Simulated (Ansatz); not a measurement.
Base system: PbSe in the rock salt structure (space group Fm-3m, No. 225; a = 6.218 Å).

Structures relaxed with Ansatz (a program for electronic structure), PBE, PAW, cutoff 420 eV, no SOC, earlier PAW set.

Base:

Simulated powder pattern, Mo Kα, λ = 0.71073 Å (kinematic, ideal powder, no thermal factors, no anomalous dispersion; the 14 strongest lines at most, above 2 %, up to 2θ = 40°):

```tsv
2θ (°)	I/Imax (%)	hkl
11.36	35	(111)
13.13	100	(200)
18.61	83	(220)
21.85	22	(311)
22.84	32	(222)
26.43	16	(400)
28.85	10	(331)
29.62	45	(420)
32.52	34	(422)
34.55	7.9	(511)
37.73	11	(440)
39.53	7.9	(531)
```

It is then changed as follows: the cell is scaled by 0.9863 in all directions, atoms relaxed at fixed cell.

After the change:

Simulated powder pattern, Mo Kα, λ = 0.71073 Å (kinematic, ideal powder, no thermal factors, no anomalous dispersion; the 14 strongest lines at most, above 2 %, up to 2θ = 40°):

| 2θ (°) | I/Imax (%) | hkl |
|---|---|---|
| 11.52 | 35 | (111) |
| 13.31 | 100 | (200) |
| 18.87 | 82 | (220) |
| 22.16 | 22 | (311) |
| 23.16 | 32 | (222) |
| 26.81 | 16 | (400) |
| 29.26 | 10 | (331) |
| 30.04 | 45 | (420) |
| 32.98 | 33 | (422) |
| 35.05 | 7.8 | (333) |
| 38.27 | 10 | (440) |

The indices refer to the base's conventional cell; one index is shown for lines that coincide.

The cells carry an imposed strain or load. No phonon test of stability was made.
